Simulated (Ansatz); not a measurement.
Results of PBEsol (PAW; Ansatz, a first-principles code) for C11b MoSi2.

The run printed, among other lines:

```
Crystal: 3 atoms, lattice volume = 39.798 Å³
Basis set: ecut = 520 eV, 1079 PW (Γ), FFT grids on a1+a3, a2+a3, a3, exchange–correlation on 48×48×72 points (8 copies of the dense FFT grid, shifted against one another)
Bands: 15, of which v1, the nominal top of the filled ones, is band 11 counted from 1 (10 counted from 0)
Symmetry: 16 space group operations
Space group: I4/mmm (ITA 139), of the structure as read, at distance tolerance 3.4e-5 Å
k-points: 1063 of 13824
Functional: x = pbesol(κ = 0.804, μ = 0.12345679012345678), c = pbesol(β = 0.046)
SCF iter   1: F=—  HF=-6142.270423 eV  |F-HF|=—  |Δ(HF+E_count)|=         —  Δρ=5.20e-3  dr2=7.85e-3
SCF iter   2: F=—  HF=-6142.268998 eV  |F-HF|=—  |Δ(HF+E_count)|=   1.42e-3  Δρ=2.61e-3  dr2=1.83e-3
  ...
SCF iter   6: F=—  HF=-6142.268552 eV  |F-HF|=—  |Δ(HF+E_count)|=   7.08e-7  Δρ=3.04e-6  dr2=2.79e-9
SCF iter   7: F=-6142.268552 eV  HF=-6142.268552 eV  |F-HF|=2.09e-11  |Δ(HF+E_count)|=  2.99e-10  Δρ=4.34e-7  dr2=6.53e-11
SCF 1 converged in 7 iterations: F = -6142.268552 eV  dr2 = 6.53e-11
SCF converged after 7 iterations
Free energy (F): -6142.268552 eV
Internal energy: -6142.266433 eV  (E = F + TS)
E sigma→0 (E₀):  -6142.267493 eV
Fermi energy:    16.074262 eV
--- Forces (eV/Å), atoms counted from 1 ---
  atom   1  Si    -0.00000000    -0.00000000     0.00141617
  atom   2  Si    -0.00000000    -0.00000000    -0.00141617
  atom   3  Mo     0.00000000    -0.00000000     0.00000000
--- Stress (GPa, compression-positive) ---
       -0.001539       0.000000       0.000000
        0.000000      -0.001539       0.000000
        0.000000      -0.000000      -0.002392
  P = ⅓ Tr σ = -0.0018 GPa (-0.018 kbar)
```

**Question.** Write an input file that produces this run.

**Answer.** Several could match; the one computed here: 
Ansatz 0.2 input:
```yaml
crystal:
  lattice:
    - [-1.5951354279, 1.5951354279, 3.9102483076]
    - [1.5951354279, -1.5951354279, 3.9102483076]
    - [1.5951354279, 1.5951354279, -3.9102483076]
  atoms:
    - { symbol: Si, position: [0.664898068, 0.664898068, 0.0] }
    - { symbol: Si, position: [0.335101932, 0.335101932, 0.0] }
    - { symbol: Mo, position: [0.0, 0.0, 0.0] }
basis:
  ecutwfc: 520
  ecutrho_ratio: 4
  xc_grid: 2
kpoints:
  mp_grid: { grid: [24, 24, 24] }
hamiltonian:
  xc: pbesol
  dispersion: none
  pseudopotentials: { kind: paw }
scf:
  occupations: { method: fermi_dirac, width: 0.05 }
  convergence: { dr2_threshold: 0.0000000003 }
output:
  forces: true
  stress: true
  eigenvalues: true
```

The PAW data were made under PBE.

Cost on a shared machine: roughly 40 core-seconds.
